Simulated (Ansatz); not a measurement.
## Effect of uniaxial strain ε_xx = +1.50 % on WC

Start from WC (space group P-6m2, No. 187; a = 2.9127 Å, c = 2.8354 Å; relaxed with 0.1 eV smearing). Axes: x lies along a and z along c of the hexagonal cell.

The change: uniaxial strain ε_xx = +1.50 %, all other strain components held at zero, atoms relaxed at fixed cell.

All numbers come from r2SCAN in Ansatz (plane waves to 500 eV, PAW, no spin-orbit coupling). k-mesh 23×23×20 (Γ-centred); smearing 0.1 eV (Fermi–Dirac).

The volume per atom grows by 0.156 Å³, from 10.42 Å³ to 10.57 Å³ and the space group becomes Amm2 (No. 38) (base: P-6m2 (No. 187)). The shortest interatomic distance increases by 0.0032 Å (2.199 Å → 2.203 Å) and the energy goes up by 5.2 meV/atom. The pressure (mean of the normal stresses, compression positive) goes from zero to -5.5 GPa and the band gap is still zero. The stress (xx, yy, zz, yz, xz, xy; compression positive) is (-10.5, -3.5, -2.5, 0.0, 0.0, 0.0) GPa.

Whether these cells are dynamically stable was not tested. All final runs are without spin polarisation.

Ansatz is an electronic-structure program.
